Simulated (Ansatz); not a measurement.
**Hypothetical zinc blende LiF, response to strain and stress**

Start from LiF in the zinc blende structure (space group F-43m, No. 216; a = 4.364 Å; a hypothetical phase, not in the database extracts checked). Axes: x, y, z lie along the cube axes.

Strains are applied to the cell and any free atomic positions relax; under biaxial strain the out-of-plane vector relaxes too; under stress the whole cell relaxes.

Level of theory: PBE (Ansatz, an electronic-structure program), scalar-relativistic without spin-orbit coupling.

Candidates:
(a) uniaxial stress, 3 GPa tension along x
(b) biaxial strain −4.19 %, plane normal [111], relaxed out of plane
(c) tensor shear ε_xz = +1.41 %

Notes on the quantities. energy relative to the base: free energy F.

### Question
Order them by energy relative to the base, lowest first.

### Answer
(c) tensor shear ε_xz = +1.41 % (+0.9 meV/atom), (a) uniaxial stress, 3 GPa tension along x (+6.4 meV/atom), (b) biaxial strain −4.19 %, plane normal [111], relaxed out of plane (+14 meV/atom)

Beyond what the load breaks, stability against distortions was not tested.
